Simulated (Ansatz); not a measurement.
The structure below was relaxed with Ansatz (a first-principles code) PBE, no spin-orbit coupling, earlier PAW set, at pressure −2 GPa.

```
SnSe2
1.0
    6.86809     0.00000     0.00000
    0.00000     6.86809     0.00000
    0.00000     0.00000     3.97694
Sn Se
2 4
Cartesian
  0.00000   0.00000   0.00000
  3.43404   3.43404   1.98847
  2.14597   2.14597   0.00000
  5.58001   1.28808   1.98847
  1.28808   5.58001   1.98847
  4.72212   4.72212   0.00000
```

Task: Find the space group and the Wyckoff positions.

Result: Space group P4₂/mnm (No. 136); a = b = 6.868 Å, c = 3.977 Å, α = β = γ = 90.00°

```json
[
 {"atom": "Sn", "site": "2a", "symmetry": "m.mm", "x": "0.0000", "y": "0.0000", "z": "0.0000"},
 {"atom": "Se", "site": "4f", "symmetry": "m.2m", "x": "0.3125", "y": "0.3125", "z": "0.0000"}
]
```

Task: Describe the coordination.

Result: The crystal has 6 atoms in its conventional cell. Conventional cell: a = b = 6.8681 Å, c = 3.9769 Å, α = β = γ = 90.00°. Sn sees 4 Se at 2.697 Å and 2 Se at 3.035 Å (octahedral). Se sees 2 Sn at 2.697 Å and 1 Sn at 3.035 Å. (Neighbours: up to the widest gap in distance over summed covalent radii, below 1.35, at either atom; cation-cation and far metal-metal contacts left out.)

Load acts through the strain it causes; cell and atoms are relaxed under it. Stability against distortions was not tested. The final runs are not spin-polarised. The cell was made from SnSe2 in the rutile structure (space group P4_2/mnm, No. 136; a hypothetical phase, not in the database extracts checked) by this change: pressure −2 GPa.
